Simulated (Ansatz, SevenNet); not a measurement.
For Bi₂Te₃ (model structure, started from the A-La2O3 type, P-3m1, No. 164, 5 atoms in the cell), the machine-learned potential SevenNet-l3i5 (trained on PBE and PBE+U data) gives:

```
Property               Value
------------------  --------
lattice constant a   4.425 Å
c axis length       12.538 Å
```

What does r²SCAN (PAW; Ansatz, an electronic-structure program) give for the same quantities?


- lattice constant a: 4.409 Å (falls by 0.4 %)
- lattice parameter c: 11.007 Å (drops by 12 %)

Changes are worked out from the printed values.

Unless a cell is named, each level is at its own relaxed cell (SevenNet-l3i5 42.52, r²SCAN 37.06 Å³/atom).

Levels without +SOC leave out spin–orbit coupling, which shifts energies and cells of such heavy elements.

Caveats: the cell has another shape than the first-principles one, perhaps another minimum in the same group (SevenNet-l3i5). Ansatz's density-functional and Hartree–Fock values are scalar-relativistic unless marked +SOC, with PAW data made under PBE.

A model structure was made by putting elements into a prototype or built by hand; it is no filed structure, need not be a known phase, and can be a saddle point held by its symmetry.
